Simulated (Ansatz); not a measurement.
System: La-vacancy pair (La on one host Hf site, one O site vacant) in monoclinic HfO2 (charge state +1). The step: a nearby O atom hops onto the vacant site (La-vacancy distance between ideal sites 2.05 → 4.04 Å); the atom moves 2.58 Å along (-0.35, 0.35, -0.13) of the unit cell; the moving atom starts with neighbours Hf at 2.16, Hf at 2.20, Hf at 2.21, Hf at 2.35; O at 2.58, 2 O at 2.59, O at 2.69, O at 2.71 Å and ends with Hf at 2.02, Hf at 2.06; La at 2.33; O at 2.46, O at 2.58 Å. DFT values are from Ansatz (plane-wave PAW, 420 eV unless said) in a cell of 96 host sites, spin-restricted, static, with no finite-size correction. The charge state is imposed; whether it is stable for some Fermi level was not computed. Forms of the defect that were not tried may lie lower. The start lies 0.066 eV above the lowest site run (PBE). For the PBE band: the saddle point's order was not checked.

```tsv
Level	Forward barrier (eV)	Cost of the band or of the saddle's single point
CHGNet universal potential (has no charge state), its own band	1.27	-
PBE, the Γ point alone, band relaxed	1.47	very roughly 23 core-minutes
PBE, a 2×2×2 k-point mesh shifted by half a step, same geometries	1.49	about 10 core-minutes (a rough figure)
r2SCAN at 500 eV, the Γ point alone, same geometries	(withheld)	around 2.1 core-minutes (rough)
```

**Question.** What belongs in the gaps?

**Answer.** 
- r2SCAN at 500 eV, the Γ point alone, same geometries, Forward barrier (eV): 1.54

Ansatz is an electronic-structure program.
